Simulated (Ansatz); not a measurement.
# PBE-D3(BJ) against r2SCAN+rVV10: Ta2N, isotropic strain −5.87 %

The reference is Ta2N in the anti-CdI2 type structure (space group P-3m1, No. 164; a = 3.0738 Å, c = 4.8552 Å; relaxed with 0.1 eV smearing).

(Cell as relaxed with PBE-D3(BJ).)

Levels (all Ansatz, a program for electronic structure, PAW): PBE-D3(BJ) (420 eV, scalar-relativistic without spin-orbit coupling); r2SCAN+rVV10 (500 eV, scalar-relativistic without spin-orbit coupling).

Each level relaxes its own structure.

```
base                 PBE-D3(BJ)  r2SCAN+rVV10
-------------------  ----------  ------------
volume per atom        13.24 Å³      13.26 Å³
lattice parameter a     3.074 Å       3.065 Å
band gap                   zero          zero
```

One thing is altered: an isotropic linear strain of −5.87 %, atoms relaxed at fixed cell.

| quantity | PBE-D3(BJ) | r2SCAN+rVV10 |
|---|---|---|
| pressure (mean of the normal stresses, compression positive) | 77.2 GPa | 79.3 GPa |
| energy relative to the base (free energy F) | +0.452 eV/atom | +0.466 eV/atom |
| largest internal atomic displacement | 0.026 Å | 0.025 Å |

PBE-D3(BJ)'s pressure lies 2.1 GPa below r2SCAN+rVV10's; PBE-D3(BJ)'s energy relative to the base lies 0.0140 eV/atom below r2SCAN+rVV10's. Neither level is exact; r2SCAN+rVV10 is the comparison here, not a measurement.

No phonon test of stability was made. The final runs are not spin-polarised. An odd electron count without spin: Ta2N.
